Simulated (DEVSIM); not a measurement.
Structure: isotype n-n heterojunction Si/Ge, at 250 K.

| layer (left to right) | material | thickness (μm) | Nd (cm⁻³) | τn (s) | τp (s) |
|---|---|---|---|---|---|
| 1 | Si | 0.510 | 1.8e17 | 1.3e-5 | 1.3e-5 |
| 2 | Ge | 0.820 | 8.4e15 | 1.3e-5 | 1.3e-5 |

Left contact: ohmic. Right contact: ohmic. Voltage is applied to the left contact. Recombination: SRH at mid-gap. Mobility is μmin + (μ − μmin)/(1 + (N/Nref)^α).

The device is made up for the run: typed textbook-type constants, with dimensions and the other settings drawn at random. Values at 300 K; Nc and Nv go as T^1.5, mobilities as T to minus their exponent, the gap by Varshni's rule with the affinity fixed.

```csv
parameter,Si,Ge
gap (eV),1.124,0.664
affinity (eV),4.05,4
permittivity,11.7,16
Nc (cm⁻³),2.86e19,1.04e19
Nv (cm⁻³),3.1e19,6e18
μn (cm²/Vs),1417,3900
μp (cm²/Vs),470,1900
"μn,min",52,150
"μp,min",45,100
"Nref,n",9.7e16,2.6e17
"Nref,p",2.2e17,4e17
αn,0.68,0.56
αp,0.72,0.6
T exponent of μn,2.3,1.66
T exponent of μp,2.2,2.33
Varshni α (eV/K),0.000473,0.000477
Varshni β (K),636,235
```

Model (solved in DEVSIM): 1D drift-diffusion, Boltzmann statistics, complete ionisation; no tunnelling, impact ionisation, image-force lowering or self-heating. Band offsets follow the typed affinities; no thermionic-emission limit at abrupt steps, no polarisation charge.

**Question.** Give the dark forward current.

**Answer.** 
(V (V), J (A/cm²)): (0.05, 3300); (0.15, 9800); (0.20, 13000); (0.30, 20000); (0.35, 23000); (0.45, 29000); (0.50, 32000); (0.60, 39000); (0.70, 45000); (0.75, 49000); (0.85, 55000); (0.90, 58000); (1.00, 65000); (1.10, 71000); (1.15, 75000); (1.25, 81000); (1.30, 84000); (1.40, 91000); (1.45, 94000); (1.55, 100000)
